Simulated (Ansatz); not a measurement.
Here is the system:

```
HfS2
1.0
    3.60068     0.00000     0.00000
   -1.80034     3.07220     0.00000
    0.00000     0.00000     5.57685
Hf S
1 2
Direct
  0.00000   0.00000   0.00000
  0.66547   0.33093   0.25984
  0.33453   0.66907   0.74016
```

No spin polarisation.

Computed with Kohn–Sham DFT with the PBEsol-D3(BJ) functional, run in Ansatz (a quantum-chemistry and plane-wave program) with PAW and 420 eV plane waves, no spin-orbit coupling. Γ-centred 11×11×6 mesh, Fermi–Dirac width 0.05 eV.

Task: Predict the stress, band gap and smallest direct gap.

Result: 
- Stress (xx, yy, zz, yz, xz, xy; compression positive): (-2.21, -0.40, -0.17, -0.07, 0.00, 0.00) GPa
- Band gap: 0.50 eV
- Smallest direct gap: 1.52 eV

With Hf present, leaving out spin-orbit coupling can change the band edges. The cells carry an imposed strain or load. Whether these cells are dynamically stable was not tested. The cell was made from HfS$_{2}$ in the CdI2 type structure (space group P-3m1, No. 164; layered, stacked along the Cartesian z axis) by this change: uniaxial strain ε_xx = +1.50 %.
